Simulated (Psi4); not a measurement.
Psi4 1.11, TPSS/def2-svp: Ta(Cl)3(Br)2 ([Cl][Ta]([Cl])([Cl])([Br])[Br]), 6 atoms. The geometry is a generated start, not checked to be a minimum at this level.

```
Property                                                  Result
-------------------------------  -------------------------------
task                                                    gradient
method                                                      tpss
basis                                                   def2-svp
memory                                                      7 GB
scf_type                                            df (default)
guess                             auto, which took SAD (default)
diis_max_vecs                                       10 (default)
scf_initial_accelerator                          adiis (default)
e_convergence                                    1e-08 (default)
d_convergence                                    1e-08 (default)
effective core potentials        those of the basis set, past Kr
basis functions (reference run)                              150
grid points (reference run)                              1088223
```

```xyz
6

Ta     0.0098     0.0585     0.0107
Cl     1.6436    -0.4448     1.5064
Cl    -1.6412     0.4234    -1.5063
Cl     0.3163     2.2465     0.3066
Br     1.2877    -1.1300    -1.7350
Br    -1.6162    -1.1536     1.4176
```
Charge 0, spin multiplicity 1.

The reference run has dft_radial_points = 200, dft_spherical_points = 974, dft_pruning_scheme = none (default); it is not itself proven converged. Each setting ran once; only counts and results are compared.

Settings tried, all else as in the reference:
- dft_radial_points = 99, dft_spherical_points = 590, dft_pruning_scheme = treutler
- dft_radial_points = 75 (default), dft_spherical_points = 434
- dft_radial_points = 150, dft_spherical_points = 770
- dft_radial_points = 75 (default), dft_spherical_points = 302 (default)
- dft_radial_points = 75 (default), dft_spherical_points = 302 (default), dft_pruning_scheme = treutler
- dft_radial_points = 99, dft_spherical_points = 590
- dft_radial_points = 50, dft_spherical_points = 194
- dft_radial_points = 25, dft_spherical_points = 50
- dft_radial_points = 75 (default), dft_spherical_points = 302 (default), dft_pruning_scheme = robust
- dft_radial_points = 35, dft_spherical_points = 110

**Question.** Which settings reproduce the reference to 10 meV/atom in energy, 100 meV/Å in forces (largest component)?

**Answer.** Within it: dft_radial_points = 150, dft_spherical_points = 770; dft_radial_points = 99, dft_spherical_points = 590; dft_radial_points = 99, dft_spherical_points = 590, dft_pruning_scheme = treutler; dft_radial_points = 75 (default), dft_spherical_points = 434; dft_radial_points = 75 (default), dft_spherical_points = 302 (default), dft_pruning_scheme = treutler; dft_radial_points = 75 (default), dft_spherical_points = 302 (default); dft_radial_points = 75 (default), dft_spherical_points = 302 (default), dft_pruning_scheme = robust. Outside: dft_radial_points = 50, dft_spherical_points = 194; dft_radial_points = 35, dft_spherical_points = 110; dft_radial_points = 25, dft_spherical_points = 50.

```csv
setting,grid points,energy against the reference,difference in forces (largest component)
the reference,1088223,—,—
"dft_radial_points = 150, dft_spherical_points = 770",647502,+0.0070 meV/atom,0.95 meV/Å
"dft_radial_points = 99, dft_spherical_points = 590",329195,+0.20 meV/atom,2.5 meV/Å
"dft_radial_points = 99, dft_spherical_points = 590, dft_pruning_scheme = treutler",195755,+0.28 meV/atom,2.9 meV/Å
"dft_radial_points = 75 (default), dft_spherical_points = 434",183623,+0.90 meV/atom,5.9 meV/Å
"dft_radial_points = 75 (default), dft_spherical_points = 302 (default), dft_pruning_scheme = treutler",79695,+0.71 meV/atom,12 meV/Å
"dft_radial_points = 75 (default), dft_spherical_points = 302 (default)",128109,+0.65 meV/atom,12 meV/Å
"dft_radial_points = 75 (default), dft_spherical_points = 302 (default), dft_pruning_scheme = robust",94215,+0.65 meV/atom,12 meV/Å
"dft_radial_points = 50, dft_spherical_points = 194",55608,−36 meV/atom,96 meV/Å
"dft_radial_points = 35, dft_spherical_points = 110",22205,−260 meV/atom,390 meV/Å
"dft_radial_points = 25, dft_spherical_points = 50",7269,+1700 meV/atom,330 meV/Å
```

Total energies are compared; such shifts often cancel in part in energy differences. The gradients leave out the derivatives of the grid weights. No test of the SCF solution's stability was run. Also tried and not ranked: dft_radial_points = 99, dft_spherical_points = 590, dft_pruning_scheme = robust (same energy as a listed run). The tolerance is a choice made for this comparison.
